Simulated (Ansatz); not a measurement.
Reference: Si (Fd-3m), PBEsol with spin-orbit coupling, rigid bands (plane waves, PAW; Ansatz, a quantum-chemistry and plane-wave program); axes and stresses refer to this cell.

```yaml
crystal:
  lattice:
    - [0.00000, 2.71679, 2.71679]
    - [2.71679, 0.00000, 2.71679]
    - [2.71679, 2.71679, 0.00000]
  atoms:
    - { symbol: Si, position: [0.25000, 0.25000, 0.25000] }
    - { symbol: Si, position: [0.00000, 0.00000, 0.00000] }
```

The band gap is 0.45 eV. The electron conductivity mass is 0.28 mₑ and the Seebeck coefficient, n-type 1e19 cm⁻³ is -309 μV/K.

Task: Change: biaxial stress xx = yy = -2 GPa (compression positive). What happens to band gap, electron conductivity mass, Seebeck coefficient, n-type 1e19 cm⁻³?

Result: band gap drops to 0.26 eV; electron conductivity mass moves little, to 0.28 mₑ; Seebeck coefficient, n-type 1e19 cm⁻³ drops in size to -221 μV/K.

Task: Change: biaxial stress xx = yy = 2 GPa (compression positive). What happens to band gap, electron conductivity mass, Seebeck coefficient, n-type 1e19 cm⁻³?

Result: band gap shrinks to 0.31 eV; electron conductivity mass moves little, to 0.28 mₑ; Seebeck coefficient, n-type 1e19 cm⁻³ shrinks in size to -275 μV/K.

Task: Change: hydrostatic pressure -2 GPa. What happens to band gap, electron conductivity mass, Seebeck coefficient, n-type 1e19 cm⁻³?

Result: band gap rises to 0.49 eV; electron conductivity mass moves little, to 0.28 mₑ; Seebeck coefficient, n-type 1e19 cm⁻³ moves little, to -309 μV/K.

Task: Change: hydrostatic pressure 5 GPa. What happens to band gap, electron conductivity mass, Seebeck coefficient, n-type 1e19 cm⁻³?

Result: band gap shrinks to 0.36 eV; electron conductivity mass moves little, to 0.28 mₑ; Seebeck coefficient, n-type 1e19 cm⁻³ moves little, to -307 μV/K.

Task: Change: uniaxial stress along [110] of -2 GPa (compression positive). What happens to band gap, electron conductivity mass, Seebeck coefficient, n-type 1e19 cm⁻³?

Result: band gap drops to 0.34 eV; electron conductivity mass grows to 0.29 mₑ; Seebeck coefficient, n-type 1e19 cm⁻³ shrinks in size to -259 μV/K.

Task: Change: uniaxial stress along [111] of 2 GPa (compression positive). What happens to band gap, electron conductivity mass, Seebeck coefficient, n-type 1e19 cm⁻³?

Result: band gap decreases to 0.35 eV; electron conductivity mass moves little, to 0.29 mₑ; Seebeck coefficient, n-type 1e19 cm⁻³ increases in size to -319 μV/K.

Masses are for dilute carriers at 300 K, harmonic means over directions unless an axis is named. Seebeck coefficients are for the stated density at 300 K, with one relaxation time for all states and whether or not that doping can be reached. Stresses and pressures are the targets of the relaxation.  The structure type is held under load, also where the real crystal would transform.
